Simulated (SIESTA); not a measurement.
Band structure of TiTe (P6_3/mmc, 4 atoms in the cell).

```
CELL_PARAMETERS angstrom
      3.59125     0.00000     0.00000
     -1.79563     3.11011     0.00000
      0.00000     0.00000     7.14360
ATOMIC_POSITIONS crystal
  Ti 0.00000 0.00000 0.50000
  Ti 0.00000 0.00000 0.00000
  Te 0.66667 0.33333 0.25000
  Te 0.33333 0.66667 0.75000
```

Level of theory: GGA PBEsol, numerical atomic orbitals DZP, PseudoDojo PBEsol standard norm-conserving potentials (rewritten from UPF to PSML) (SIESTA).

Settings: XC.functional = GGA; XC.authors = PBEsol; potentials = PseudoDojo PBEsol standard; PAO.BasisSize = DZP; PAO.EnergyShift = 0.01 Ry; MeshCutoff = 400 Ry; kgrid.MonkhorstPack = 7 7 3; OccupationFunction = FD; ElectronicTemperature = 1160.45 K; MaxSCFIterations = 150; SCF.Mixer.Method = Broyden; SCF.Mixer.Weight = 0.2; SCF.Mixer.History = 6; SCF.DM.Tolerance = 1.0E-05.

The starting cell comes from a database of computed structures (which also holds hypothetical and non-ambient phases and stackings), without a prior relaxation at this level. Its lattice was rescaled by a random factor within 2.5 % of one. Spin-orbit coupling is off. Spin polarisation is off, so a magnetic state, if there is one, cannot be reached. Values carry the incompleteness of an atom-centred basis.

Levels in eV from the Fermi level, bands 25 to 30:
```tsv
point	25	26	27	28	29	30
Γ	-1.74	-0.19	-0.19	-0.03	-0.03	0.22
M	-3.34	-2.03	-1.68	-0.86	0.44	1.32
K	-4.35	-4.35	-0.17	-0.17	0.75	0.75
A	-1.91	-1.91	0.10	0.10	0.28	0.28
L	-2.83	-2.83	-1.14	-1.14	1.37	1.37
H	-4.18	-4.18	-0.52	-0.52	1.12	1.12
```

Bands cross the Fermi level along this path, so the cell is metallic at this level.

Higher empty bands are left out: an atom-centred basis made for the valence describes them poorly.
